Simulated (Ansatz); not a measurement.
Consider interstitial Li in chalcopyrite CuGaSe2, charge state +1. The step: one Li atom jumps by itself; the atom moves 2.32 Å along (0.25, 0.22, -0.12) of the unit cell; the moving atom starts with neighbours Cu at 2.47, Cu at 2.48; 2 Ga at 2.72; Se at 2.64, Se at 2.80, 2 Se at 2.81, Se at 2.84, Se at 3.03 Å and ends with Cu at 2.73, Cu at 2.80, Cu at 2.81; Ga at 2.95, Ga at 2.96, Ga at 2.99; 2 Se at 2.46, Se at 2.50, Se at 2.55 Å. DFT values are from Ansatz (plane-wave PAW, 420 eV unless said) in a cell of 64 host sites, spin-restricted, static, with no finite-size correction. The charge state is imposed; whether it is stable for some Fermi level was not computed. Sites that were not tried may lie lower. The start lies 0.062 eV above the lowest site run (PBE). For the PBE band: the saddle point's order was not checked.

```tsv
Level	Forward barrier (eV)	Cost of the band or of the saddle's single point
CHGNet universal potential (has no charge state), its own band	0.23	-
PBE, one k-point at (0.250, 0.250, 0.250), band relaxed	0.28	around 40 core-minutes (rough)
PBE, a 2×2×2 k-point mesh shifted by half a step, same geometries	0.27	roughly 9 core-minutes
r2SCAN at 500 eV, one k-point at (0.250, 0.250, 0.250), same geometries	0.26	very roughly 4 core-minutes
```

Ansatz is an electronic-structure program.
